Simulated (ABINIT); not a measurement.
# A self-consistent single point of Mg2Zn (Cmcm, 6 atoms in the cell) with ABINIT

Method of the run: PBEsol, PAW (JTH v2.0 PBE PAW, files made for PBE) (plane waves; ABINIT).

This input was run:

```
# Mg2Zn, JTH v2.0 PBE PAW
pp_dirpath "./"
pseudos "Mg.GGA_PBE-JTH.xml, Zn.GGA_PBE-JTH.xml"
acell 3*1.0
rprim
         8.9826619553   -4.7455841791    0.0000000000
         8.9826619553    4.7455841791    0.0000000000
         0.0000000000    0.0000000000    8.9549207758
natom 6
ntypat 2
znucl 12 30
typat 1 1 1 1 2 2
xcart
        11.7703412665    2.8856948276    6.7161905819
         6.1949826441   -2.8856948276    2.2387301940
        11.7703412665   -2.8856948276    2.2387301940
         6.1949826441    2.8856948276    6.7161905819
         8.9826619553   -1.6653204001    6.7161905819
         8.9826619553    1.6653204001    2.2387301940
ecut 60 Ry
pawecutdg 120 Ry
pawxcdev 0
ixc -116133
occopt 7
tsmear 0.00999582
nband 41
kptopt 1
ngkpt 5 5 5
nshiftk 1
shiftk 0 0 0
nstep 50
tolvrs 1.0e-11
prtwf 0
prtden 0
enunit 1
```

Output (repeated stretches shortened):

```
 Symmetries : space group Cm c m (# 63); Bravais oC (1-face-center ortho.)

 -outvars: echo values of preprocessed input variables --------
            acell      1.0000000000E+00  1.0000000000E+00  1.0000000000E+00 Bohr
             ecut      3.00000000E+01 Hartree
           enunit           1
              ixc     -116133
         kptrlatt        5    0    0      0    5    0      0    0    5
          kptrlen      4.47746039E+01
            natom           6
            nband          41
            ngfft          54      54      48
          ngfftdg          72      72      64
             nkpt          27
            nstep          50
             nsym           8
           ntypat           2
           occopt           7
        pawecutdg      6.00000000E+01 Hartree
         pawxcdev           0
            rprim      8.9826619553E+00 -4.7455841791E+00  0.0000000000E+00
                       8.9826619553E+00  4.7455841791E+00  0.0000000000E+00
                       0.0000000000E+00  0.0000000000E+00  8.9549207758E+00
          spgroup          63
           tolvrs      1.00000000E-11
           tsmear      9.99582000E-03 Hartree
            typat      1  1  1  1  2  2
           useylm           1
             xred      3.5113000000E-01  9.5921000000E-01  7.5000000001E-01
                       6.4887000000E-01  4.0790000003E-02  2.5000000001E-01
                       9.5921000000E-01  3.5113000000E-01  2.5000000001E-01
                       4.0790000003E-02  6.4887000000E-01  7.5000000001E-01
                       6.7546000000E-01  3.2454000000E-01  7.5000000001E-01
                       3.2454000000E-01  6.7546000000E-01  2.5000000001E-01
            znucl       12.00000   30.00000

== DATASET  1 ==================================================================

 Real(R)+Recip(G) space primitive vectors, cartesian coordinates (Bohr,Bohr^-1):
 R(1)=  8.9826620 -4.7455842  0.0000000  G(1)=  0.0556628 -0.1053611  0.0000000
 R(2)=  8.9826620  4.7455842  0.0000000  G(2)=  0.0556628  0.1053611  0.0000000
 R(3)=  0.0000000  0.0000000  8.9549208  G(3)=  0.0000000  0.0000000  0.1116704
 Unit cell volume ucvol=  7.6346034E+02 bohr^3
 Angles (23,13,12)=  9.00000000E+01  9.00000000E+01  5.56954250E+01 degrees

 Coarse grid specifications (used for wave-functions):

 getcut: wavevector=  0.0000  0.0000  0.0000  ngfft=  54  54  48
         ecut(hartree)=     30.000   => boxcut(ratio)=   2.15591

 Fine grid specifications (used for densities):

 getcut: wavevector=  0.0000  0.0000  0.0000  ngfft=  72  72  64
         ecut(hartree)=     60.000   => boxcut(ratio)=   2.03261

   4.02503422E+03                                ecore*ucvol(ha*bohr**3)

_setup2: Arith. and geom. avg. npw (full set) are    5993.400    5993.389

--- !BeginCycle
solver: {iscf: 17, nstep: 50, nline: 4, wfoptalg: 10, }
tolerances: {tolvrs: 1.00E-11, }
...

     iter   Etot(hartree)      deltaE(h)  residm     nres2
 ETOT  1  -378.26018662017    -3.783E+02 5.609E+00 9.846E+00
 ETOT  2  -382.36407324562    -4.104E+00 1.244E+00 1.896E+00
 ETOT  3  -382.36635357422    -2.280E-03 2.437E-01 5.254E-01
 ETOT  4  -382.36675124617    -3.977E-04 8.684E-02 7.386E-01
 ETOT  5  -382.36553070210     1.221E-03 2.111E-02 1.178E-01
 ETOT  6  -382.36538526264     1.454E-04 2.273E-02 2.115E-02
   [... 7 lines left out ...]
 ETOT 14  -382.36536142736    -6.162E-11 3.698E-04 9.285E-09
 ETOT 15  -382.36536142738    -1.808E-11 3.771E-04 4.966E-10
 ETOT 16  -382.36536142739    -1.222E-11 1.512E-04 3.005E-10
 ETOT 17  -382.36536142740    -4.263E-12 4.689E-04 1.427E-11
 ETOT 18  -382.36536142740    -5.684E-14 8.989E-05 9.373E-13

 At SCF step   18       nres2   =  9.37E-13 < tolvrs=  1.00E-11 =>converged.

 Cartesian components of stress tensor (hartree/bohr^3)
  sigma(1 1)= -1.11592505E-06  sigma(3 2)=  0.00000000E+00
  sigma(2 2)=  3.29941900E-05  sigma(3 1)=  0.00000000E+00
  sigma(3 3)= -3.30562014E-05  sigma(2 1)=  0.00000000E+00

 ----iterations are completed or convergence reached----

 reduced coordinates (array xred) for    6 atoms
       0.351130000002      0.959209999997      0.750000000006
       0.648869999998      0.040790000003      0.250000000006
       0.959209999997      0.351130000002      0.250000000006
       0.040790000003      0.648869999998      0.750000000006
       0.675459999997      0.324540000003      0.750000000006
       0.324540000003      0.675459999997      0.250000000006
 cartesian forces (eV/Angstrom) at end:
    1     -0.03626003445841    -0.00439735679190    -0.00000000000000
    2      0.03626003445841     0.00439735679190    -0.00000000000000
    3     -0.03626003445841     0.00439735679190    -0.00000000000000
    4      0.03626003445841    -0.00439735679190    -0.00000000000000
    5     -0.00000000000000    -0.00306828816478    -0.00000000000000
    6     -0.00000000000000     0.00306828816478    -0.00000000000000
 frms,max,avg= 1.7248730E-02 3.6260034E-02   0.000E+00  0.000E+00  0.000E+00 e/A
 length scales=  1.000000000000  1.000000000000  1.000000000000 bohr
              =  0.529177208590  0.529177208590  0.529177208590 angstroms
 Fermi (or HOMO) energy (eV) =   6.41821   Average Vxc (eV)=  -9.22173
 Eigenvalues (   eV  ) for nkpt=  27  k points:
 kpt#   1, nband= 41, wtk=  0.00800, kpt=  0.0000  0.0000  0.0000 (reduced coord)
 -69.18783  -69.18395  -69.18299  -69.18255  -36.15176  -36.14613  -36.13937  -36.13836
 -36.12884  -36.12702  -36.12385  -36.12262  -36.11901  -36.11486  -36.11458  -36.11336
  -1.94941   -1.11778   -1.04167   -0.98611   -0.95590   -0.94790   -0.83426   -0.77526
  -0.76861   -0.76621   -0.66730    4.39437    4.50915    4.72619    4.92078    5.45723
   6.34244    6.35157    6.51341   10.30723   11.07779   11.47011   11.54169   11.72830
  11.74276
 prteigrs : prtvol=0 or 1, do not print more k-points.

--- !EnergyTerms
comment             : Components of total free energy in Hartree
kinetic             :  2.69657586773058E+01
hartree             :  8.93409704516550E+01
xc                  : -8.28079439159712E+00
Ewald energy        : -1.95596198477211E+02
psp_core            :  5.27209340608921E+00
local_psp           : -2.96105418698247E+02
spherical_terms     : -3.95846522746662E+00
internal            : -3.82362054259472E+02
'-kT*entropy'       : -3.30755702370343E-03
total_energy        : -3.82365361816496E+02
total_energy_eV     : -1.04046906351564E+04
...

-Cartesian components of stress tensor (GPa)         [Pressure=  1.1552E-02 GPa]
- sigma(1 1)= -3.28316431E-02  sigma(3 2)=  0.00000000E+00
- sigma(2 2)=  9.70722420E-01  sigma(3 1)=  0.00000000E+00
- sigma(3 3)= -9.72546858E-01  sigma(2 1)=  0.00000000E+00

 Calculation completed.
```

The run converged in 18 iterations.

The starting cell comes from a database of computed structures (which also holds hypothetical and non-ambient phases and stackings), without a prior relaxation at this level. The potentials were made for another functional than the one used.

Cost on one core of a shared machine: roughly 7 min.
